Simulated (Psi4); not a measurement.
Psi4 1.11, unrestricted HF/def2-svp: K(OH) cation ([OH][K]), charge +1, multiplicity 2, 3 atoms. The geometry is a generated start, not checked to be a minimum at this level.

```yaml
task: energy
method: scf
basis: def2-svp
memory: 3 GB
maxiter: 100
keys_of_the_molecule_block: symmetry c1
scf_type: df (default)
diis_max_vecs: 10 (default)
scf_initial_accelerator: adiis (default)
e_convergence: 1e-06 (default)
d_convergence: 1e-06 (default)
basis_functions: 43
```

```xyz
3

K     -1.1642    -0.7612    -0.9688
O      0.4110    -0.0348     0.3182
H      0.7532     0.7961     0.6506
```

Charge 1 and multiplicity 2 are set for this test and not shown to be the ground state.

With the defaults (guess = auto, which took SAD, damping_percentage = 0, diis_start = 1, soscf = false) it converges in 10 SCF iterations. One run each on 2 threads, with these changes:
- damping_percentage = 60
- guess = huckel
- guess = modhuckel
- damping_percentage = 20
- guess = sap
- diis_start = 4
- soscf = true
- guess = sapgau
- guess = core

Problem. Which runs fail or end elsewhere than the default run?

Solution. No convergence: damping_percentage = 20; damping_percentage = 60 (the run ends without SCF convergence in 100 iterations). Another solution: guess = modhuckel (31 meV higher). The rest reach the solution of the defaults.

```tsv
setting	SCF iterations	JK calls	end
the defaults	10	11	same solution
diis_start = 4	11	12	same solution
guess = sapgau	11	11	same solution
guess = sap	11	11	same solution
guess = huckel	12	28	same solution
guess = core	12	12	same solution
soscf = true	13	64	same solution
guess = modhuckel	12	28	other solution, 31 meV higher
damping_percentage = 20	100	101	no convergence
damping_percentage = 60	100	101	no convergence
```

An SOSCF iteration holds several JK calls; a Hückel guess adds calls on atoms.
